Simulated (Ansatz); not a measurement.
HfSiO₄ (I4₁/amd, No. 141, 12 atoms in the cell; start COD 9000852) was calculated with LDA (Ansatz, an electronic-structure program, plane waves, PAW).

Run with plane-wave cutoff 520 eV, 8×8×8 k mesh, Fermi–Dirac smearing 0.01 eV, scalar-relativistic PAW data made under PBE.

Cell (relaxed at this level):

```
CELL_PARAMETERS angstrom
     -3.26206     3.26206     2.96133
      3.26206    -3.26206     2.96133
      3.26206     3.26206    -2.96133
ATOMIC_POSITIONS crystal
  Hf 0.75000 0.25000 0.50000
  Hf 0.00000 0.00000 0.00000
  Si 0.25000 0.75000 0.50000
  Si 0.50000 0.50000 0.00000
  O  0.13300 0.31805 0.81495
  O  0.06805 0.75310 0.68505
  O  0.50310 0.31805 0.18505
  O  0.06805 0.38300 0.31495
  O  0.61700 0.93195 0.68505
  O  0.68195 0.86700 0.18505
  O  0.24690 0.93195 0.31495
  O  0.68195 0.49690 0.81495
```

What does this level give for the band gap, smallest direct gap on the k points sampled and direct gap at Γ?


* **band gap**: 5.41 eV
* **smallest direct gap on the k points sampled**: 5.80 eV
* **direct gap at Γ**: 5.85 eV

Note: the relaxation could not lower the start's symmetry, so a distorted cell can lie lower.

Spin–orbit coupling is not included.

The result took very roughly 100 core-seconds.
